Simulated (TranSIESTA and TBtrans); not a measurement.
**Ga chain with one In atom in place of Ga**

System: Ga chain with one In atom in place of Ga. Leads: straight Ga chain, spacing 2.55 Å. Geometry: 3 atoms about the centre moved by SIESTA (PBE, DZP) to a largest force of 0.03 eV/Å, all others as built, motion along the axis alone.

TranSIESTA and TBtrans, PBE, DZP numerical orbitals (energy shift 0.15 eV), PseudoDojo norm-conserving scalar-relativistic potentials, mesh cutoff 200 Ry, 300 K, no spin polarisation, no spin-orbit coupling; self-consistent non-equilibrium Green functions.

- Conductance at 300 K (G0 = 2e²/h): 2.94
- Mean T from −0.5 to 0.5 eV: 2.39

Energies count from the leads' Fermi level. Transmissions are for one spin of a degenerate pair. The energy step is 0.01 eV; narrower resonances are cut or missed.

| E (eV) | T | lead channels |
|---|---|---|
| -1.95 | 0.99 | 1 |
| -1.80 | 0.99 | 1 |
| -1.65 | 0.99 | 1 |
| -1.50 | 0.99 | 1 |
| -1.35 | 0.99 | 1 |
| -1.20 | 0.99 | 1 |
| -1.05 | 0.99 | 1 |
| -0.90 | 0.99 | 1 |
| -0.75 | 0.99 | 1 |
| -0.60 | 0.99 | 1 |
| -0.45 | 0.99 | 1 |
| -0.30 | 0.99 | 1 |
| -0.15 | 2.93 | 3 |
| 0.00 | 2.94 | 3 |
| 0.15 | 2.91 | 3 |
| 0.30 | 2.88 | 3 |
| 0.45 | 2.88 | 3 |
| 0.60 | 2.89 | 3 |
| 0.75 | 2.92 | 3 |
| 0.90 | 2.94 | 3 |
| 1.05 | 2.96 | 3 |
| 1.20 | 2.97 | 3 |
| 1.35 | 2.97 | 3 |
| 1.50 | 2.97 | 3 |
| 1.65 | 2.97 | 3 |
| 1.80 | 2.96 | 3 |
| 1.95 | 2.95 | 3 |

The straight chain is held at its spacing; free chains may zigzag or dimerise. No spin-polarised start was tried, so a magnetic state, if there is one, is missed.
